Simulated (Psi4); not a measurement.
Psi4 1.11, M06-L/def2-svpd: Cl[SiH2][NH][Ge]([Cl])([Cl])[Cl], 10 atoms. The geometry is a generated start, not checked to be a minimum at this level.

```yaml
task: gradient
method: m06-l
basis: def2-svpd
memory: 7 GB
scf_type: df (default)
guess: auto, which took SAD (default)
diis_max_vecs: 10 (default)
scf_initial_accelerator: adiis (default)
e_convergence: 1e-08 (default)
d_convergence: 1e-08 (default)
basis functions (reference run): 214
grid points (reference run): 1808318
```

```xyz
10

Si     1.5364    -0.2796     0.5893
Cl     2.5749     0.6492    -0.8370
N     -0.0394    -0.6719    -0.0296
Ge    -1.4296     0.4297    -0.4678
Cl    -2.6732    -0.6465    -1.7955
Cl    -2.5136     0.9401     1.2833
Cl    -0.7002     2.1872    -1.3619
H      1.4189     0.6191     1.7329
H      2.1152    -1.5794     0.8993
H     -0.2895    -1.6477    -0.0130
```

The reference run has dft_radial_points = 200, dft_spherical_points = 974, dft_pruning_scheme = none (default); it is not itself proven converged. One run each, on a shared machine, so no times are given.

Settings tried, all else as in the reference:
- dft_radial_points = 75 (default), dft_spherical_points = 434
- dft_radial_points = 99, dft_spherical_points = 590
- dft_radial_points = 25, dft_spherical_points = 50
- dft_radial_points = 150, dft_spherical_points = 770
- dft_radial_points = 99, dft_spherical_points = 590, dft_pruning_scheme = robust
- dft_radial_points = 75 (default), dft_spherical_points = 302 (default), dft_pruning_scheme = treutler
- dft_radial_points = 50, dft_spherical_points = 194
- dft_radial_points = 75 (default), dft_spherical_points = 302 (default), dft_pruning_scheme = robust
- dft_radial_points = 35, dft_spherical_points = 110
- dft_radial_points = 99, dft_spherical_points = 590, dft_pruning_scheme = treutler
- dft_radial_points = 75 (default), dft_spherical_points = 302 (default)

Which of these stay within 1.0 meV/atom in energy, 10 meV/Å in forces (largest component) of the reference run?

Within it: dft_radial_points = 150, dft_spherical_points = 770. At the edge (between 0.75 and 1.33 times the tolerance): dft_radial_points = 99, dft_spherical_points = 590; dft_radial_points = 99, dft_spherical_points = 590, dft_pruning_scheme = robust. Outside: dft_radial_points = 75 (default), dft_spherical_points = 434; dft_radial_points = 99, dft_spherical_points = 590, dft_pruning_scheme = treutler; dft_radial_points = 75 (default), dft_spherical_points = 302 (default); dft_radial_points = 75 (default), dft_spherical_points = 302 (default), dft_pruning_scheme = robust; dft_radial_points = 75 (default), dft_spherical_points = 302 (default), dft_pruning_scheme = treutler; dft_radial_points = 50, dft_spherical_points = 194; dft_radial_points = 35, dft_spherical_points = 110; dft_radial_points = 25, dft_spherical_points = 50.

| setting | grid points | energy against the reference | difference in forces (largest component) |
|---|---|---|---|
| the reference | 1808318 | — | — |
| dft_radial_points = 150, dft_spherical_points = 770 | 1077476 | under 0.001 meV/atom | 3.2 meV/Å |
| dft_radial_points = 99, dft_spherical_points = 590 | 547640 | +0.39 meV/atom | 10 meV/Å |
| dft_radial_points = 99, dft_spherical_points = 590, dft_pruning_scheme = robust | 380714 | +0.39 meV/atom | 11 meV/Å |
| dft_radial_points = 75 (default), dft_spherical_points = 434 | 305769 | −6.4 meV/atom | 63 meV/Å |
| dft_radial_points = 99, dft_spherical_points = 590, dft_pruning_scheme = treutler | 282554 | −0.58 meV/atom | 72 meV/Å |
| dft_radial_points = 75 (default), dft_spherical_points = 302 (default) | 213120 | −6.3 meV/atom | 77 meV/Å |
| dft_radial_points = 75 (default), dft_spherical_points = 302 (default), dft_pruning_scheme = robust | 145590 | −6.3 meV/atom | 77 meV/Å |
| dft_radial_points = 75 (default), dft_spherical_points = 302 (default), dft_pruning_scheme = treutler | 116550 | −7.1 meV/atom | 79 meV/Å |
| dft_radial_points = 50, dft_spherical_points = 194 | 92767 | −64 meV/atom | 170 meV/Å |
| dft_radial_points = 35, dft_spherical_points = 110 | 36963 | −360 meV/atom | 730 meV/Å |
| dft_radial_points = 25, dft_spherical_points = 50 | 12086 | +610 meV/atom | 900 meV/Å |

Total energies are compared; such shifts often cancel in part in energy differences. The gradients leave out the derivatives of the grid weights. The tolerance is a choice made for this comparison.
